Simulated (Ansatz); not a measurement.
## Pressure series in C

Take C in the diamond structure (space group Fd-3m, No. 227; a = 3.572 Å) as the base.

Cell and atoms are relaxed at each pressure.

Method: PBE/PAW in Ansatz (an electronic-structure program), no SOC, earlier PAW set.

Notes on the quantities. enthalpy: H = E + PV relative to the base's energy.

| variant | density | band gap | enthalpy |
|---|---|---|---|
| base | 3.50 g/cm³ | 4.13 eV | – |
| pressure −2 GPa | 3.49 g/cm³ | 4.12 eV | -0.07 eV/atom |
| pressure −1 GPa | 3.49 g/cm³ | 4.12 eV | -0.04 eV/atom |
| pressure 1.8 GPa | 3.52 g/cm³ | 4.14 eV | +0.06 eV/atom |
| pressure 4.2 GPa | 3.54 g/cm³ | 4.15 eV | +0.15 eV/atom |
| pressure 9 GPa | 3.57 g/cm³ | 4.17 eV | +0.32 eV/atom |
| pressure 18 GPa | 3.64 g/cm³ | 4.22 eV | +0.63 eV/atom |
| pressure 30 GPa | 3.73 g/cm³ | 4.27 eV | +1.03 eV/atom |
| pressure 45 GPa | 3.83 g/cm³ | 4.33 eV | +1.53 eV/atom |
| pressure 60 GPa | 3.92 g/cm³ | 4.39 eV | +2.01 eV/atom |

Load acts through the strain it causes; cell and atoms are relaxed under it. Whether these cells are dynamically stable was not tested. No other phases were tried under pressure.
